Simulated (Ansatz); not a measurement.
The reference is Pd in the fcc (Cu type) structure (space group Fm-3m, No. 225; a = 3.910 Å; relaxed with 0.1 eV smearing). Axes: x, y, z lie along the cube axes.

Calculations: Ansatz (an electronic-structure program) r2SCAN, no SOC.

Now apply this change: tensor shear ε_xy = +1.14 % (engineering shear γ = 0.0228); the atoms relax in the strained cell.

Problem. Predict the stress tensor and what it implies for the stiffness.

Solution. Stress of the strained cell less that of the base (GPa, compression positive):
```
    0.2    -1.7     0.0
   -1.7     0.2     0.0
    0.0     0.0     0.0
```

Then −Δσ/γ with γ = 2ε = 0.0228 gives relaxed-ion elastic constants: C66 ≈ 74 GPa.

Stability against distortions was not tested. All final runs are without spin polarisation. Pd has a high density of states at the Fermi level and may be magnetic at this level.
